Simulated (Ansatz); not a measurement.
The parent structure is SiO2 in the rutile structure (space group P4_2/mnm, No. 136).

```xyz
6
Lattice="4.1848 0.0000 0.0000 0.0000 4.1848 0.0000 0.0000 0.0000 2.6684" Properties=species:S:1:pos:R:3 pbc="T T T"
Si     2.0924     2.0924     1.3342
Si     0.0000     0.0000     0.0000
O      3.3733     3.3733     1.3342
O      1.2810     2.9038     0.0000
O      2.9038     1.2810     0.0000
O      0.8114     0.8114     1.3342
```

All numbers come from r2SCAN (Ansatz, an electronic-structure program; PAW; 500 eV plane waves; no spin-orbit coupling), earlier PAW set.

Before the change:

```
Item              Result
---------------  -------
Volume per atom  7.79 Å³
```

Perturbation: a negative pressure, −1 GPa.

Question: Estimate the effect on the volume per atom.

Answer: The volume per atom rises by 0.026 Å³ to 7.81 Å³.

Load acts through the strain it causes; cell and atoms are relaxed under it. No phonon test of stability was made.
